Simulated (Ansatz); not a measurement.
**A computed series for CaO: carrier doping**

Consider CaO in the rock salt structure (space group Fm-3m, No. 225).

```
CELL_PARAMETERS angstrom
      0.00000     2.38348     2.38348
      2.38348     0.00000     2.38348
      2.38348     2.38348     0.00000
ATOMIC_POSITIONS crystal
  Ca 0.00000 0.00000 0.00000
  O  0.50000 0.50000 0.50000
```

Carriers are added at fixed cell with a uniform background; the Fermi–Dirac width is that of 300 K.

All numbers come from PBEsol/PAW in Ansatz (an electronic-structure program), without spin-orbit coupling.

Notes on the quantities. Fermi level from band edge: Fermi level relative to the doped band's edge (positive inside the band; to 0.05 eV).

```csv
electron density (10^21 cm⁻³),Fermi level from band edge (eV)
0.5,0.15
5,?
7,0.95
20,1.70
```

Fit E_F = C n^s, fitted as a line in log–log form (a parabolic band gives s = 2/3) to the rows shown and predict the withheld row.

Least squares on the printed values gives C = 0.24 eV, s = 0.67 (largest residual 0.09 eV); this predicts 0.71 eV, and the run gives 0.75 eV, in agreement.

Carriers are added with a uniform compensating background; total energy and stress of such cells depend on the potential's zero and are not compared; many-body gap narrowing is missing at this level. Whether these cells are dynamically stable was not tested. The base started in Cmce and relaxed to Fm-3m at this level.
